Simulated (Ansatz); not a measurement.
**Element substitutions in CaO**

Start from CaO in the rock salt structure (space group Fm-3m, No. 225; a = 4.767 Å).

Each row replaces one element on all its sites; cell and atoms are relaxed.

Method: Kohn–Sham DFT with the PBEsol functional, run in Ansatz (a first-principles code) with PAW and 420 eV plane waves, without spin-orbit coupling.

```tsv
variant	band gap	shortest interatomic distance
base	3.54 eV	2.384 Å
O → F	zero	2.589 Å
O → S	2.16 eV	2.817 Å
Ca → Sr	3.20 eV	2.561 Å
```

Whether these cells are dynamically stable was not tested. As relaxed here, CaF is a hypothetical phase, not in the database extracts checked. The final runs are not spin-polarised. An odd electron count without spin: CaF.
